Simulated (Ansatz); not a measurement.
An Ansatz (an electronic-structure program) input (DFT with PBEsol, PAW potentials and a 420 eV plane-wave cutoff in Ansatz, no spin-orbit coupling):

Ansatz 0.2 input:
```yaml
crystal:
  lattice:
    - [0, 2.719233594, 2.719233594]
    - [2.719233594, 0, 2.719233594]
    - [2.719233594, 2.719233594, 0]
  atoms:
    - { symbol: P, position: [0.75, 0.75, 0.75] }
    - { symbol: Ga, position: [0, 0, 0] }
basis: { ecutwfc: 420, ecutrho_ratio: 4, xc_grid: 2, fft_grid_basis: typed }
kpoints: { mp_grid: { grid: [11, 11, 11] } }
hamiltonian:
  xc: pbesol
  dispersion: none
  pseudopotentials: { kind: paw }
scf: { occupations: { method: fermi_dirac, width: 0.05 }, convergence: { dr2_threshold: 0.0000000002 } }
output: { forces: true, stress: true }
```

Q: Which symmetry and how many k-points will the program report, and about how many plane waves at Γ?

A: Space group F-43m (ITA 216) with 24 operations, k-points 56 of 1331, and 749 plane waves at Γ.

Whether these cells are dynamically stable was not tested. The cell is GaP in the zinc blende structure (space group F-43m, No. 216).
